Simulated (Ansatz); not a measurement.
# Hypothetical zinc blende KI, pressure series

The parent structure is KI in the zinc blende structure (space group F-43m, No. 216; a = 7.8504 Å; a hypothetical phase, not in the database extracts checked).

Cell and atoms are relaxed at each pressure.

Computed with plane-wave PAW DFT at the PBEsol level (Ansatz, a quantum-chemistry and plane-wave program, 420 eV), no spin-orbit coupling.

Notes on the quantities. enthalpy: H = E + PV relative to the base's energy.

| case | volume per atom | band gap | enthalpy | smallest direct gap |
|---|---|---|---|---|
| base | 60.48 Å³ | 3.97 eV | – | 3.98 eV |
| pressure 0.3 GPa | 58.27 Å³ | 4.02 eV | +0.11 eV/atom | 4.03 eV |
| pressure 0.7 GPa | 55.99 Å³ | 4.08 eV | +0.25 eV/atom | 4.09 eV |
| pressure 1.5 GPa | 52.61 Å³ | 4.16 eV | +0.52 eV/atom | 4.17 eV |
| pressure 3 GPa | 48.20 Å³ | 4.28 eV | +1.00 eV/atom | 4.31 eV |
| pressure 5 GPa | ___ | ___ | +1.57 eV/atom | ___ |
| pressure 7.5 GPa | 40.96 Å³ | 4.48 eV | +2.23 eV/atom | 4.58 eV |
| pressure 10 GPa | 38.51 Å³ | 4.54 eV | +2.85 eV/atom | 4.69 eV |

### Question
What belongs in the blanks?

### Answer

- pressure 5 GPa, volume per atom: 44.29 Å³
- pressure 5 GPa, band gap: 4.39 eV
- pressure 5 GPa, smallest direct gap: 4.44 eV

With I present, leaving out spin-orbit coupling can change the band edges. Load acts through the strain it causes; cell and atoms are relaxed under it. Stability against distortions was not tested. Competing high-pressure phases were not computed.
